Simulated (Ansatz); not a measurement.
Consider this model of amorphous Ti₂₀O₄₁Be.

```
CELL_PARAMETERS angstrom
      9.33166    -0.00332     0.21554
     -0.00332     8.85499    -0.06019
      0.21554    -0.06019     9.53903
ATOMIC_POSITIONS crystal
  Ti 0.61199 0.41159 0.71741
  Ti 0.22605 0.48497 0.82561
  Ti 0.96450 0.23348 0.62459
  Ti 0.40206 0.10074 0.19720
  Ti 0.39474 0.19997 0.89848
  Ti 0.94950 0.82150 0.65550
  Ti 0.05847 0.61811 0.17058
  Ti 0.70866 0.99611 0.79085
  Ti 0.77017 0.87026 0.35802
  Ti 0.24849 0.91588 0.48042
  Ti 0.51983 0.69806 0.86568
  Ti 0.44089 0.70451 0.24211
  Ti 0.04412 0.31871 0.04621
  Ti 0.88752 0.49352 0.84058
  Ti 0.40643 0.55144 0.52640
  Ti 0.24959 0.91276 0.86820
  Ti 0.55296 0.13683 0.52040
  Ti 0.08464 0.19528 0.35669
  Ti 0.71540 0.22873 0.13954
  Ti 0.92706 0.95770 0.07925
  O  0.58621 0.18084 0.73532
  O  0.70672 0.39045 0.24273
  O  0.68770 0.54359 0.86497
  O  0.05047 0.34892 0.80425
  O  0.90191 0.22796 0.44688
  O  0.05247 0.55064 0.98546
  O  0.32333 0.02575 0.01991
  O  0.43112 0.40634 0.82856
  O  0.56247 0.36700 0.52572
  O  0.53852 0.19715 0.05121
  O  0.10709 0.98817 0.37238
  O  0.03980 0.41498 0.22504
  O  0.33910 0.72730 0.46463
  O  0.76301 0.80964 0.74861
  O  0.38656 0.91421 0.27413
  O  0.38509 0.04650 0.53464
  O  0.51750 0.89785 0.83849
  O  0.78201 0.03589 0.22834
  O  0.14304 0.23344 0.53395
  O  0.23246 0.67133 0.19808
  O  0.90296 0.78092 0.48131
  O  0.84795 0.32484 0.00119
  O  0.15196 0.87687 0.65192
  O  0.30852 0.69235 0.85678
  O  0.02700 0.13259 0.12953
  O  0.54321 0.18819 0.32423
  O  0.24040 0.32551 0.97538
  O  0.89846 0.04979 0.69424
  O  0.98219 0.63593 0.74081
  O  0.28864 0.09571 0.77998
  O  0.92011 0.78111 0.18823
  O  0.26714 0.22412 0.25992
  O  0.53456 0.60931 0.66359
  O  0.62814 0.75217 0.31607
  O  0.68212 0.98827 0.50735
  O  0.81428 0.37750 0.68748
  O  0.25476 0.48560 0.63640
  O  0.50515 0.68905 0.06052
  O  0.45039 0.50545 0.33148
  O  0.78329 0.01524 0.96313
  O  0.06811 0.89827 0.94129
  Be 0.56961 0.37549 0.34457
```

Methods: PBE, scalar-relativistic without spin-orbit coupling (Ansatz, an electronic-structure program); r2SCAN, scalar-relativistic without spin-orbit coupling (Ansatz); HSE06, scalar-relativistic without spin-orbit coupling (Ansatz). Neutral PBE cell, which sets geometry, pressure and energy: sampling: a 2×2×2 Γ-centred mesh; Fermi-Dirac width 0.02 eV; no spin polarisation. Exact exchange is cut at the faces of this 9 Å cell, which leaves hybrid gaps a finite-size error.

A CHGNet melt-quench gave the starting glass, which DFT then relaxed. O atoms were pushed apart under 1.9 Å during the dynamics, to hinder bonds among them. The hot cell started wider than the set density and was brought back towards it in steps. It is the lowest in DFT energy of 2 quenches. It is a model cell: composition and starting density were chosen by hand, and all elements were melted together. No dispersion term was used. Its density started from a set value of 3.58 and ended at 3.42 g/cm³. The quench (nominally 240 K/ps over its main leg) was far faster than any real one, so the model tends to hold more defects than a real film. Values belong to this one cell and scatter from quench to quench. Volume and shape were free in the relaxation.

**Question.** Give the pressure and the spacing of the highest filled and lowest empty levels.

**Answer.** 
| Item | Result |
|---|---|
| Pressure on a 2×2×2 Γ-centred mesh | -0.04 GPa |
| Largest force and stress component on that mesh (the relaxation ran on the zone centre alone) | 0.09 eV/Å and 0.1 GPa |
| Gap on a 2×2×2 Γ-centred mesh (PBE) | 2.59 eV |
| Gap at the zone centre (PBE) | 2.67 eV |
| Gap at the zone centre (r2SCAN) | 3.01 eV |
| Gap at the zone centre (HSE06) | 4.19 eV |
| Distance between the nearest levels spread over more than a fifth of the atoms or a third of the atoms of their main element (six at least) (PBE, zone centre) | 2.67 eV |

**Question.** At PBE and the zone centre, how localised are the states just below and above the Fermi level (participation number: the atoms over which a state spreads)?

**Answer.** The highest filled state is spread over 17.3 atoms' worth, largest on O22, with weights by element (charge in smoothed Voronoi cells) O 0.93, Ti 0.06, Be 0.01. The lowest empty state is spread over 8.4 atoms' worth, largest on Ti1, with weights by element (charge in smoothed Voronoi cells) Ti 0.81, O 0.19, Be 0.00.

Bonds are counted up to Ti-Ti 3.12 Å, Ti-O 2.48 Å, Ti-Be 2.62 Å, O-O 1.58 Å, O-Be 1.94 Å, Be-Be 2.11 Å. Two cations that share two anions don't count as bonded, nor two that share one unless they lie closer than Ti-Ti 3.04 Å, Ti-Be 2.55 Å, Be-Be 2.05 Å.

Added carriers, by PBE, scalar-relativistic without spin-orbit coupling (Ansatz) on the zone centre alone. Charged cells keep the cell fixed and stand in a uniform background, with no image correction, at a width of 0.01 eV; where the count is odd the moment is locked at 1 μB, unless the neutral cell bore moments. Each starts from the undistorted neutral geometry alone. PBE's self-interaction favours spread-out carriers, so it can miss traps that a hybrid finds.

**Question.** What happens at PBE when the cell takes an extra electron and the atoms relax?

**Answer.** Relaxation lowers the charged cell by 0.11 eV. The largest moves are O23 0.06 Å, O49 0.05 Å, O58 0.05 Å, Ti1 0.04 Å. The level that holds the added charge spreads over 9.3 atoms' worth, most on Ti1 (weight 0.24): a partly localised carrier. No bond crosses its cut-off with a change of over 0.15 Å (metal-metal contacts aside). Made neutral again at that geometry, the cell lies +0.16 eV from the neutral start.

**Question.** What happens at PBE when the cell takes a hole and the atoms relax?

**Answer.** Relaxation lowers the charged cell by 0.27 eV. The largest moves are O22 0.30 Å, Ti19 0.26 Å, O60 0.11 Å, Ti4 0.10 Å. The level that was emptied spreads over 3.8 atoms' worth, most on O22 (weight 0.41): a localised (trapped) carrier, which neighbours of that atom can share. Bonds broken: Ti19-O46. Bonds formed: Ti19-O60. Made neutral again at that geometry, the cell lies +0.88 eV from the neutral start.
